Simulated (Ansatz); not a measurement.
## Os: response to strain

The parent structure is Os in the hcp (Mg type) structure (space group P6_3/mmc, No. 194; relaxed with 0.1 eV smearing).

```
Os
1.0
    2.75433     0.00000     0.00000
   -1.37717     2.38532     0.00000
    0.00000     0.00000     4.34739
Os
2
Cartesian
  1.37717   0.79511   3.26054
  0.00000   1.59021   1.08685
```

Cartesian axes are those of the cell as printed.

Strains are applied to the cell and any free atomic positions relax.

Computed with Ansatz (an electronic-structure program), PBE, PAW, cutoff 420 eV, no SOC.

Candidates:
(a) uniaxial strain ε_xx = +2.50 %
(b) uniaxial strain ε_xx = +1.00 %
(c) uniaxial strain ε_xx = −2.50 %
(d) uniaxial strain ε_xx = −0.50 %

Notes on the quantities. energy relative to the base: free energy F.

Question: Order them by energy relative to the base, lowest first.

Answer: (d) uniaxial strain ε_xx = −0.50 % (+0.8 meV/atom), (b) uniaxial strain ε_xx = +1.00 % (+3.1 meV/atom), (a) uniaxial strain ε_xx = +2.50 % (+19 meV/atom), (c) uniaxial strain ε_xx = −2.50 % (+22 meV/atom)

No phonon test of stability was made. The final runs are not spin-polarised.
